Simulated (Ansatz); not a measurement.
# Mg: element substitutions

Consider Mg in the hcp (Mg type) structure (space group P6_3/mmc, No. 194).

```
CELL_PARAMETERS angstrom
      3.17308     0.00000     0.00000
     -1.58654     2.74797     0.00000
      0.00000     0.00000     5.18247
ATOMIC_POSITIONS crystal
  Mg 0.33333 0.66667 0.75000
  Mg 0.66667 0.33333 0.25000
```

Each row replaces one element on all its sites; cell and atoms are relaxed.

Computed with DFT with r2SCAN, PAW potentials and a 500 eV plane-wave cutoff in Ansatz (a quantum-chemistry and plane-wave program), without spin-orbit coupling.

```tsv
variant	c/a ratio	shortest interatomic distance
base	1.633	3.173 Å
Mg → Sc	1.559	3.230 Å
Mg → Si	1.714	2.642 Å
Mg → Al	1.653	2.818 Å
Mg → Y	1.547	3.555 Å
```

No phonon test of stability was made. For Si and Al in this form, whether it has been made was not checked. All final runs are without spin polarisation. This is not the structure that Si has at room temperature and ambient pressure. This is not the structure that Al has at room temperature and ambient pressure.
